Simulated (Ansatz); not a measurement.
1T (CdI2-type) PtTe2 was calculated with HSE06-D3(BJ) (PAW; Ansatz, a program for electronic structure).

Settings: plane-wave cutoff 500 eV, 12×12×6 k mesh (along the axes of the cell as run), Fermi–Dirac smearing 0.05 eV, scalar-relativistic PAW data made under PBE.

Computed at the level's own relaxed cell.

### Question
Give the computed equilibrium volume per atom, lattice constant a and lattice parameter c.

### Answer

* **equilibrium volume per atom**: 23.04 Å³/atom
* **lattice constant a**: 4.002 Å
* **lattice parameter c**: 4.984 Å

Measured, for comparison: lattice constant a 4.026 Å, lattice parameter c 5.221 Å (temperature not stated, no zero-point or thermal correction; as tabulated in Pelayo et al. (2023), arXiv:2312.15371). Computed (rounded) less measured: lattice constant a -0.6 %, lattice parameter c -4.5 %. A static lattice is as a rule a little smaller and stiffer than an uncorrected measurement, which narrows the difference in the lattice constant a and would widen misses of the other sign.

Note: exact exchange on metals is sensitive to the k mesh and can open a false gap.

Spin–orbit coupling is not included.

Computed values are for the static lattice.

Cost on a shared machine: very roughly 80 core-minutes.
